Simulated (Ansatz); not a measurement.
What isotropic strain −2.00 % does to MgB2

Consider MgB2 (space group P6/mmm, No. 191; a = 3.075 Å, c = 3.525 Å; relaxed with 0.1 eV smearing).

One thing is altered: an isotropic linear strain of −2.00 %, atoms relaxed at fixed cell.

Method: plane-wave PAW DFT at the PBE level (Ansatz, an electronic-structure program, 420 eV), scalar-relativistic without spin-orbit coupling. k-mesh 22×22×16 (Γ-centred); smearing 0.1 eV (Fermi–Dirac).

| quantity | base | changed | shift |
|---|---|---|---|
| volume per atom | 9.62 Å³ | 9.06 Å³ | -0.566 Å³ |
| space group | P6/mmm (No. 191) | P6/mmm (No. 191) | – |
| energy relative to the base (free energy F) | 0 meV/atom | +17 meV/atom | +17 meV/atom |
| pressure (mean of the normal stresses, compression positive) | 0.0 GPa | 10.3 GPa | +10.3 GPa |
| band gap | zero | zero | – |

Final structure:

```xyz
3
Lattice="3.0138 0.0000 0.0000 -1.5069 2.6100 0.0000 0.0000 0.0000 3.4543" Properties=species:S:1:pos:R:3 pbc="T T T"
Mg     0.0000     0.0000     0.0000
B      1.5069     0.8700     1.7272
B      0.0000     1.7400     1.7272
```

Whether these cells are dynamically stable was not tested. All final runs are without spin polarisation.
